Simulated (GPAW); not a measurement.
Band structure of ScZn₃ (P6_3/mmc, 8 atoms in the cell).

```xyz
8
Lattice="5.8068 0.0000 0.0000 -2.9034 5.0289 0.0000 0.0000 0.0000 4.2898" Properties=species:S:1:pos:R:3 pbc="T T T"
Sc     0.0000     3.3526     3.2173
Sc     2.9034     1.6763     1.0724
Zn     2.9034     3.4464     3.2173
Zn     0.0000     1.5824     1.0724
Zn    -1.5330     4.2377     1.0724
Zn     4.4364     0.7912     3.2173
Zn     1.3704     0.7912     3.2173
Zn     1.5330     4.2377     1.0724
```

Computed with LDA (Perdew-Wang 92), GPAW PAW datasets LDA (gpaw-data 1.0.1) (plane waves; GPAW).

Settings: mode = pw; ecut = 800 eV; xc = LDA; kpts = 5 5 5; mesh shift (steps) = 0 0 0; occupations.name = fermi-dirac; occupations.width = 0.05 eV; nbands = -12; convergence.density = 1e-05 e/electron; convergence.energy = 1e-05 eV/electron; symmetry.symmorphic = false; symmetry.tolerance = 0.0005; maxiter = 120; bandpath_npoints = 40.

The starting cell comes from a database of computed structures (which also holds hypothetical and non-ambient phases and stackings), without a prior relaxation at this level. Its lattice was rescaled by a random factor within 2.5 % of one.

Levels in eV from the Fermi level, bands 43 to 50:
```tsv
point	43	44	45	46	47	48	49	50
Γ	-2.66	-2.40	-2.40	-1.09	1.13	1.13	1.22	1.22
M	-1.20	-0.48	-0.29	-0.22	0.13	0.23	0.75	1.28
K	-1.82	-1.23	-0.82	0.40	0.40	0.45	0.45	1.25
A	-2.15	-2.15	-1.07	-1.07	-0.98	-0.98	-0.98	-0.98
L	-2.80	-2.80	-1.82	-1.82	0.22	0.22	1.55	1.55
H	-4.23	-4.23	-0.40	-0.40	-0.09	-0.09	1.36	1.36
```

Bands cross the Fermi level along this path, so the cell is metallic at this level.
